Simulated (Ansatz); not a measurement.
Results of r²SCAN (plane waves, PAW; Ansatz, a first-principles code) for BaCd₂Sb₂ (P-3m1, No. 164, 5 atoms in the cell; start mp-8150).

Settings: plane-wave cutoff 560 eV, 12×12×8 k mesh (along the axes of the cell as run), Fermi–Dirac smearing 0.05 eV, scalar-relativistic PAW data made under PBE.

Cell (relaxed with PBEsol):

```cif
data_BaCd2Sb2
_chemical_formula_sum 'Ba1 Cd2 Sb2'
_space_group_name_H-M_alt 'P-3m1'
_space_group_IT_number 164
_space_group_name_Hall '-P 3 2"'
_cell_length_a 4.76537
_cell_length_b 4.76537
_cell_length_c 7.97748
_cell_angle_alpha 90.000
_cell_angle_beta 90.000
_cell_angle_gamma 120.000
loop_
_atom_site_label
_atom_site_type_symbol
_atom_site_symmetry_multiplicity
_atom_site_Wyckoff_symbol
_atom_site_fract_x
_atom_site_fract_y
_atom_site_fract_z
_atom_site_occupancy
Ba1 Ba 1 a 0.00000 0.00000 0.00000 1
Cd1 Cd 2 d 0.33333 0.66667 0.36735 1
Sb1 Sb 2 d 0.66667 0.33333 0.26181 1
```

**Question.** Estimate the band gap that the calculation returns.

**Answer.** 
- band gap = 0.29 eV (on the SCF k mesh)

Note: cell and atoms aren't relaxed at this level (pressure 1.9 GPa).

Spin–orbit coupling is not included; it can close the smallest gap of 0.29 eV.

The computed numbers hold no vibrational or temperature effects.

Cost on a shared machine: roughly 100 core-seconds.

A start named mp-… is a Materials Project structure, which need not be a measured phase.
